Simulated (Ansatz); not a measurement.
# GaAs under a change: uniaxial strain ε_zz = +2.59 %

Consider GaAs in the zinc blende structure (space group F-43m, No. 216; a = 5.6667 Å). Axes: x, y, z lie along the cube axes.

It is then changed as follows: the cell is stretched by 2.59 % along z with no lateral relaxation, atoms relaxed at fixed cell.

Level of theory: r2SCAN in Ansatz (plane waves to 500 eV, PAW, no spin-orbit coupling). Γ-centred 10×10×10 mesh, Fermi–Dirac width 0.05 eV.

- Volume per atom = 23.33 Å³ (base 22.75 Å³)
- Space group = I-4m2 (No. 119) (base F-43m (No. 216))
- Shortest interatomic distance = 2.475 Å (base 2.454 Å)
- Energy relative to the base (free energy F) = +5.5 meV/atom
- Pressure (mean of the normal stresses, compression positive) = -1.75 GPa (base 0.00 GPa)
- Band gap = 0.70 eV (base 0.96 eV)
- Gap character = direct at Γ (base direct at Γ)
- Electron mass = 0.044 mₑ along z, 0.039 mₑ across (at Γ) (base 0.051 mₑ (at Γ))
- Valence-band top at Γ (three highest levels, from the VBM) = 0.00, 0.00, -0.16 eV (base 0.00, 0.00, 0.00 eV)
- Valley order (the lowest conduction-band minima on the path, energy above the VBM, named in the base's zone) = Γ 0.70 eV; L along [111] 1.21 eV; a point along [010], about 1.0 Å⁻¹ from Γ 1.62 eV; a point along [001], about 1.0 Å⁻¹ from Γ 1.84 eV (base Γ 0.96 eV; L along ⟨111⟩ 1.35 eV; a point along ⟨100⟩, about 1.0 Å⁻¹ from Γ 1.72 eV)
- Stress (xx, yy, zz, yz, xz, xy; compression positive) = (-1.16, -1.16, -2.93, 0.00, 0.00, 0.00) GPa

Masses are band curvatures over ±0.01 Å⁻¹ around the edge. Stability against distortions was not tested. Labels are those of the standard path for the cell's own space group.

Ansatz is a first-principles code.
